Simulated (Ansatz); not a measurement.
**Report: zincblende SiC (F-43m), hydrostatic pressure**

Cell and atoms are relaxed with r2SCAN to each stress (compression positive); bands and masses by r2SCAN with spin-orbit coupling, rigid bands (plane waves, PAW; Ansatz, an electronic-structure program).

Space group F-43m (No. 216); a = b = c = 4.3563 Å, α = β = γ = 90.00°

```tsv
atom	site	symmetry	x	y	z
Si	4d	-43m	0.7500	0.7500	0.7500
C	4a	-43m	0.0000	0.0000	0.0000
```
(The calculation used a cell of 2 atoms; values per cell refer to that cell.)

| stress (GPa) | ln(V/V₀) (%) | gap (eV) | mean mₑ* |
|---|---|---|---|
| -2.00 | 0.90 | 1.716 | 0.30 |
| 0 | 0 | 1.711 | 0.30 |
| 2.00 | -0.86 | 1.705 | 0.29 |
| 5.00 | -2.11 | 1.695 | 0.29 |
| 10.00 | -4.07 | 1.681 | 0.29 |

 Masses are conductivity masses at 300 K in electron masses, harmonic means over x, y and z.

Estimate the bulk modulus from the two loads next to zero.

B ≈ −Δp/Δln V = 4.00 GPa/1.76 % = 230 GPa (r2SCAN), a mean over this interval.

How fast does the gap move on either side of zero load?

Under tension, (1.716 − 1.711) eV over -2.00 GPa = -2 meV/GPa, or about 0.6 eV per unit ln V; under compression, (1.681 − 1.711) eV over 10.00 GPa = -3 meV/GPa, or about 0.7 eV per unit ln V. The two slopes part by 1 meV/GPa; gaps are resolved to about 0.01 eV, which allows 6 meV/GPa, so these rows don't tell them apart.

Masses are those of dilute carriers in rigid bands with one relaxation time, without polarons. Third decimals of gaps are kept for the arithmetic. Every relaxation keeps the zincblende phase (space group F-43m under this load), so a transition, a distortion that breaks the symmetry or fracture can't show.
